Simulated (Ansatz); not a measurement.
Structures of equal composition on the (111) surface of fcc Al: a layer of Ni in place of the second plane; a layer of Ni in place of the third plane. The slabs share one bottom face, and each structure is named by its start. These are constructed structures in small cells; real faces may alloy, dewet or reconstruct in larger ones, and not all known structures of the face are among them. Slabs of about 12 Å, Fermi-Dirac smearing of 0.1 eV. Bottom of the slabs: a bare face, its two planes held. Relaxed from the named starts with such symmetry as they have, on meshes of like density; energies extrapolated to zero smearing; spin only where a row says so; no spin-orbit coupling, no U. Brackets mark spin-polarised runs, whose order is one that fits the cell.

Level of theory: PBE (plane waves to 420 eV, PAW; Ansatz, a quantum-chemistry and plane-wave program).

Question: Order them by energy per 1x1 cell (lowest first) at the level PBE.

Answer: a layer of Ni in place of the third plane (0.000 eV [spin start, no net moment]), a layer of Ni in place of the second plane (0.199 eV [spin start, no net moment])
